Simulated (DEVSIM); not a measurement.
System: TaN/SiO2/n-Si capacitor, at 300 K.

| layer (left to right) | material | thickness (nm) | Nd (cm⁻³) |
|---|---|---|---|
| 1 | SiO2 | 50.0 | - |
| 2 | Si | 11000 | 2.8e15 |

Metal gate on the left, work function 4.4 eV. Fixed charge at the semiconductor interface 2.6e11 cm⁻² (in units of +e); interface traps 7.4e11 cm⁻² eV⁻¹, uniform in energy, neutral level at 0.3 of the gap above the valence band.

The device is made up for the run: typed textbook-type constants, with dimensions and the other settings drawn at random. Values at 300 K.

| parameter | SiO2 | Si |
|---|---|---|
| gap (eV) | 9 | 1.124 |
| affinity (eV) | 0.9 | 4.05 |
| permittivity | 3.9 | 11.7 |
| Nc (cm⁻³) | - | 2.86e19 |
| Nv (cm⁻³) | - | 3.1e19 |

Model (solved in DEVSIM): 1D Poisson equation in equilibrium, Boltzmann statistics, complete ionisation; no quantum confinement or tunnelling. Metal contacts follow the ideal Schottky-Mott rule: no Fermi-level pinning, no interface dipoles.

The interface trap density was swept, all else fixed.

```json
[
 {"interface trap density (cm^-2 eV^-1)": "0", "flat-band voltage (V)": "-0.49", "minimum of the low-frequency capacitance (μF/cm²)": "0.0167"},
 {"interface trap density (cm^-2 eV^-1)": "1e10", "flat-band voltage (V)": "-0.48", "minimum of the low-frequency capacitance (μF/cm²)": "0.0176"},
 {"interface trap density (cm^-2 eV^-1)": "1e11", "flat-band voltage (V)": "-0.36", "minimum of the low-frequency capacitance (μF/cm²)": "0.0245"},
 {"interface trap density (cm^-2 eV^-1)": "3e11", "flat-band voltage (V)": "-0.11", "minimum of the low-frequency capacitance (μF/cm²)": "0.0347"},
 {"interface trap density (cm^-2 eV^-1)": "7.4e11", "flat-band voltage (V)": "0.45", "minimum of the low-frequency capacitance (μF/cm²)": "0.0463"},
 {"interface trap density (cm^-2 eV^-1)": "1e12", "flat-band voltage (V)": "0.78", "minimum of the low-frequency capacitance (μF/cm²)": "0.0501"},
 {"interface trap density (cm^-2 eV^-1)": "2e12", "flat-band voltage (V)": "2.05", "minimum of the low-frequency capacitance (μF/cm²)": "0.0575"}
]
```

From the first row to the last the flat-band voltage goes from -0.49 to 2.05. From the first row to the last the minimum of the low-frequency capacitance goes from 0.0167 to 0.0575.
